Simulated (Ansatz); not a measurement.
Response to strain in ZnS

Take ZnS in the zinc blende structure (space group F-43m, No. 216) as the base.

```
CELL_PARAMETERS angstrom
      0.00000     2.69455     2.69455
      2.69455     0.00000     2.69455
      2.69455     2.69455     0.00000
ATOMIC_POSITIONS crystal
  Zn 0.00000 0.00000 0.00000
  S  0.25000 0.25000 0.25000
```

Cartesian axes are those of the cell as printed.

Strains are applied to the cell and any free atomic positions relax.

The values are results of plane-wave PAW DFT at the r2SCAN level (Ansatz, an electronic-structure program, 500 eV), without spin-orbit coupling, not measurements.

| uniaxial strain ε_zz (%) | band gap (eV) |
|---|---|
| 0 | 2.70 |
| 0.5 | 2.67 |
| 1 | 2.64 |
| 1.5 | ? |
| 2 | 2.59 |
| 2.5 | 2.56 |
| 3 | 2.53 |

**Question.** Fit E_g = E₀ + Dε (ε in %) to the rows shown and predict the withheld row.

**Answer.** Least squares on the printed values gives E₀ = 2.70 eV, D = -55.7 meV per % of strain (largest residual 0.00 eV); this predicts 2.62 eV, and the run gives 2.62 eV, in agreement.

Gaps are read on the SCF mesh and a high-symmetry path. No phonon test of stability was made.
